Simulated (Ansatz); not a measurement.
Consider the following.

```yaml
crystal:
  lattice:
    - [3.71777, 0.00000, 0.00000]
    - [1.85888, 3.21968, 0.00000]
    - [0.00000, 0.00000, 5.88292]
  atoms:
    - { symbol: Sn, position: [0.00000, 0.00000, 0.00000] }
    - { symbol: Se, position: [0.33333, 0.33333, 0.27383] }
    - { symbol: Se, position: [0.66667, 0.66667, 0.72617] }
```

No spin polarisation.

Calculations: PBEsol-D3(BJ) (Ansatz, an electronic-structure program, PAW, no spin-orbit coupling). k-mesh 10×10×6 (Γ-centred); smearing 0.05 eV (Fermi–Dirac).

Predict the band gap, gap character, smallest direct gap and pressure.


* **Band gap**: 0.20 eV
* **Gap character**: indirect, K–Γ (80 % along) → k = (0, 0.400, -1/3) in the run's primitive reciprocal basis
* **Smallest direct gap**: 1.16 eV
* **Pressure (mean of the normal stresses, compression positive)**: 1.6 GPa

The cells carry an imposed strain or load. Whether these cells are dynamically stable was not tested. The cell was made from SnSe2 in the CdI2 type structure (space group P-3m1, No. 164; layered, stacked along the Cartesian z axis) by this change: biaxial strain −2.00 %, plane normal [001], relaxed out of plane. A zero or small gap of SnSe2 can be the functional's error rather than a property of the material.
